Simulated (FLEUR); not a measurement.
FLEUR run on Mg2Zn (P1, 6 atoms in the cell): self-consistent single point.

Level of theory: PBEsol, all-electron FLAPW (FLEUR), scalar-relativistic valence run with FLEUR.

The change in words: atoms moved at random. Reference geometry:
```
Mg2Zn
1.0
    4.75342    -2.51125     0.00000
    4.75342     2.51125     0.00000
    0.00000     0.00000     4.73874
Mg Zn
4 2
Direct
  0.35113   0.95921   0.75000
  0.64887   0.04079   0.25000
  0.95921   0.35113   0.25000
  0.04079   0.64887   0.75000
  0.67546   0.32454   0.75000
  0.32454   0.67546   0.25000
```

Reference input (self-consistent single point, DFT, PBEsol, all-electron FLAPW (FLEUR), scalar-relativistic valence): Kmax = 4.1 1/bohr; GmaxXC = 16.4 1/bohr; xcFunctional = PBEs; jspins = 1; l_soc = F; mode = gauss; fermiSmearingEnergy = 0.00999582 Htr; mesh (inpgen div1-3) = 5 5 5; inpgen gamma flag = false; Gmax = 16.4 1/bohr; numbands = 0; maxIterBroyd = 15. This run's input differs from it in these lines:

```diff
@@ -10,8 +10,8 @@
 6
-12 0.3511300000 0.9592100000 0.7500000000
-12 0.6488700000 0.0407900000 0.2500000000
-12 0.9592100000 0.3511300000 0.2500000000
-12 0.0407900000 0.6488700000 0.7500000000
-30 0.6754600000 0.3245400000 0.7500000000
-30 0.3245400000 0.6754600000 0.2500000000
+12 0.3460910000 0.9668990000 0.7454060000
+12 0.6471740000 0.0348970000 0.2530840000
+12 0.9528400000 0.3585000000 0.2476910000
+12 0.0400790000 0.6532830000 0.7494940000
+30 0.6882880000 0.3227520000 0.7609770000
+30 0.3255280000 0.6636700000 0.2433470000
 
@@ -79,6 +79,15 @@
       <atomGroup species="Magnesium (Mg)">
-         <relPos label="                   1">.3511300000 -.0407900000 -1.000/4.000</relPos>
-         <relPos label="                   2">-.3511300000 .0407900000 1.000/4.000</relPos>
-         <relPos label="                   3">-.0407900000 .3511300000 1.000/4.000</relPos>
-         <relPos label="                   4">.0407900000 -.3511300000 -1.000/4.000</relPos>
+         <relPos label="                   1">.3460910000 -.0331010000 -.2545940000</relPos>
+         <force calculate="T" relaxXYZ="TTT"/>
+      </atomGroup>
+      <atomGroup species="Magnesium (Mg)">
+         <relPos label="                   2">-.3528260000 .0348970000 .2530840000</relPos>
+         <force calculate="T" relaxXYZ="TTT"/>
+      </atomGroup>
+      <atomGroup species="Magnesium (Mg)">
+         <relPos label="                   3">-.0471600000 .3585000000 .2476910000</relPos>
+         <force calculate="T" relaxXYZ="TTT"/>
+      </atomGroup>
+      <atomGroup species="Magnesium (Mg)">
+         <relPos label="                   4">.0400790000 -.3467170000 -.2505060000</relPos>
          <force calculate="T" relaxXYZ="TTT"/>
@@ -86,4 +95,7 @@
       <atomGroup species="Zinc (Zn)">
-         <relPos label="                   5">-.3245400000 .3245400000 -1.000/4.000</relPos>
-         <relPos label="                   6">.3245400000 -.3245400000 1.000/4.000</relPos>
+         <relPos label="                   5">-.3117120000 .3227520000 -.2390230000</relPos>
+         <force calculate="T" relaxXYZ="TTT"/>
+      </atomGroup>
+      <atomGroup species="Zinc (Zn)">
+         <relPos label="                   6">.3255280000 -.3363300000 .2433470000</relPos>
          <force calculate="T" relaxXYZ="TTT"/>
```

The program printed (abridged):

```
 Iteration:     1   Distance:       6.37384600 me/bohr^3
 Iteration:     2   Distance:       5.23791571 me/bohr^3
 Iteration:     3   Distance:       2.67983397 me/bohr^3
 Iteration:     4   Distance:       2.07761537 me/bohr^3
 Iteration:     5   Distance:       0.87757517 me/bohr^3
   [... 11 lines left out ...]
 Iteration:    17   Distance:       0.00003628 me/bohr^3
 Iteration:    18   Distance:       0.00002234 me/bohr^3
 Iteration:    19   Distance:       0.00001365 me/bohr^3
 Iteration:    20   Distance:       0.00000471 me/bohr^3
 Reset of history
 Run finished successfully
 Stop message:
   Structural relaxation: new displacements generated

[file out, last iteration]
             iter=     21
[...]
          total density-effective poten   -6.9331883849E+03
          total charge density-energy d   -2.0452191351E+02
 Updated energy parameters for spin:           1
[...]
 fermi energy and band-weighting factors:
    0.566720

[...]
FERMIE:
          first approx. to ef    (T=0)  :   0.193252 htr   (energy of the highest occ. eigenvalue)
          number of occ. states  (T=0)  :       2017
          first approx. to seigv (T=0)  : -54.315570 htr
          sum of weights of occ. states :  32.000000
          sum of semicore charge        :   0.000000 e
          fermi energy=   0.19277 har   work function=  -5.24566 ev
          number of valence electrons=  64.00001
   [... lines left out ...]
          total moment                 =     0.00000
 Direct bandgap for spin            1 :    5.1017540022355590E-003  Htr
   [... lines left out ...]
 -->  1    2.17770  6.08290  0.01710  0.00067    8.27843
 -->  2    2.17861  6.08338  0.01729  0.00068    8.28002
 -->  3    2.17772  6.08464  0.01806  0.00073    8.28123
 -->  4    2.17728  6.08419  0.01773  0.00070    8.27997
 -->  5    0.84480  0.64698  9.83011  0.00503   11.32765
 -->  6    0.84422  0.64488  9.82986  0.00506   11.32474
          total charge for spin  1=   64.000007
          interst. charge =
```

The run converged in 20 iterations. FLEUR gives forces in its relaxation mode, with a further iteration, so its stop message speaks of a relaxation. Against the reference run the total energy goes up by 4.3 meV/atom and the largest force goes from 0.034 to 0.244 eV/Å.

The starting cell comes from a database of computed structures (which also holds hypothetical and non-ambient phases and stackings), without a prior relaxation at this level. For this run, on top of that: atoms moved at random. Values depend on the basis (sphere radii, cutoffs, local orbitals), which need not be converged. The log's line on a gap gives a spacing of levels on this mesh, which the program prints for metals too.

Cost on one core of a shared machine: roughly 20 min.
